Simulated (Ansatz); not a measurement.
**ZnSO4 (F-43m, No. 216, 6 atoms in the cell; start mp-545756; a measured phase of this formula has another space group)**

All values below come from LDA in Ansatz (plane waves, PAW).

Settings: plane-wave cutoff 500 eV, 10×10×10 k mesh, gaussian smearing 0.02 eV, scalar-relativistic PAW data made under PBE.

Cell (relaxed at this level):

```cif
data_O4SZn
_chemical_formula_sum 'Zn1 S1 O4'
_space_group_name_H-M_alt 'P 1'
_space_group_IT_number 1
_cell_length_a 5.44902
_cell_length_b 5.44902
_cell_length_c 5.44902
_cell_angle_alpha 60.000
_cell_angle_beta 60.000
_cell_angle_gamma 60.000
loop_
_space_group_symop_operation_xyz
  'x, y, z'
loop_
_atom_site_label
_atom_site_type_symbol
_atom_site_fract_x
_atom_site_fract_y
_atom_site_fract_z
_atom_site_occupancy
Zn1 Zn 0.25000 0.25000 0.25000 1
S1 S 0.00000 0.00000 0.00000 1
O1 O 0.67137 0.10954 0.10954 1
O2 O 0.10954 0.10954 0.67137 1
O3 O 0.10954 0.67137 0.10954 1
O4 O 0.10954 0.10954 0.10954 1
```

```
Quantity                        Value
--------  ---------------------------
band gap  4.73 eV (on the SCF k mesh)
```

Note: the relaxation could not lower the start's symmetry, so the cell can be a saddle point above a distorted one.

Computed values are for the static lattice.

A start named mp-… is a Materials Project structure, which need not be a measured phase.

Ansatz is an electronic-structure program.
